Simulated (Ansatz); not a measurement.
NaCl: band gap against strain

NaCl (rock salt, Fm-3m, 21.969 Å³/atom at rest) under an equal strain ε in the (001) plane with the normal axis free, as in a coherent film. PBEsol in Ansatz, a plane-wave DFT program (PAW, default set), 420 eV, 10×10×10 Γ-centred mesh, Fermi-Dirac smearing 0.05 eV; ions are relaxed within the symmetry of each cell. Gaps are the smallest over the k-mesh and a band path, without spin-orbit coupling; in all rows the valence edge lies at Γ and the conduction edge at Γ.

Here s stands for strain and Eg for gap.

```
strain (%)  gap (eV)
----------  --------
0.00           5.012
0.50           4.980
1.00           4.949
1.50           4.918
3.00               ?
```

Task: Fit Eg against s with a straight line, and predict the withheld value at s = 3.00.

Result: Means: s 0.75000, Eg 4.9648. About the means, the sum of products is -0.078250 and the sum of squares of s is 1.2500; the slope is their ratio. Least squares gives Eg = 5.0117 - 0.06260·s. Residuals (row less fit): 0.0003, -0.0004, -0.0001, 0.0002; standard error 0.0004 (degrees of freedom: 2). Over these rows the gap moves by -6.3 ± 0.03 eV per unit strain. At the withheld row, Eg = 5.0117 - 0.06260 × 3.0 = 4.8239 eV. The calculation gives 4.829 eV, 0.0051 eV above the prediction (2.8 % of the range of Eg in the table). The row lies outside the fitted rows, so this is an extrapolation. The fitted rows scatter only by rounding.

One order more, fitted to all 7 runs of the series, follows each within 0.001, so the miss is the next term of a smooth law. Rows are the converged runs of the series near zero and its far end; series whose fitted rows scatter by over a few per cent of the range, as at a crossing or softening among them, aren't shown in this form. Most that stay on the fit to the last digits aren't either.
